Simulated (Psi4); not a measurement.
Psi4 1.11, B3LYP/cc-pvtz: C[Si@H](Cl)O[SiH2]F, 12 atoms. The geometry is a generated start, not checked to be a minimum at this level.

| Property | Result |
|---|---|
| task | energy |
| method | b3lyp |
| basis | cc-pvtz |
| scf_type | df (default) |
| guess | auto, which took SAD (default) |
| diis_max_vecs | 10 (default) |
| scf_initial_accelerator | adiis (default) |
| e_convergence | 1e-06 (default) |
| d_convergence | 1e-06 (default) |
| dft_radial_points | 75 (default) |
| dft_spherical_points | 302 (default) |
| basis functions | 276 |
| grid points | 256133 |

On 4 threads. Build: conda-forge: OpenMP (LLVM), MKL, Libint2. Each setting ran once; only counts and results are compared.

Values of memory tried: 8 GB, 4 GB, 2 GB, 1 GB, 0.5 GB, 0.3 GB.

**Question.** Which of these memory settings still run, and by which path?

**Answer.** It runs down to 0.3 GB, the lowest tried, with the same result. At 8 GB: SCF: fitted integrals in core. From 0.5 GB down: SCF: fitted integrals on disk.

| memory | path | peak memory |
|---|---|---|
| 8 GB | SCF: fitted integrals in core | 2.2 GiB |
| 4 GB | SCF: fitted integrals in core | 2.2 GiB |
| 2 GB | SCF: fitted integrals in core | 1.6 GiB |
| 1 GB | SCF: fitted integrals in core | 1.2 GiB |
| 0.5 GB | SCF: fitted integrals on disk | 0.87 GiB |
| 0.3 GB | SCF: fitted integrals on disk | 0.76 GiB |

Peak memory is the kernel's count for the largest process, libraries included and scratch files not. The peak passes the setting at 1 GB, 0.5 GB, 0.3 GB: it is no hard cap.
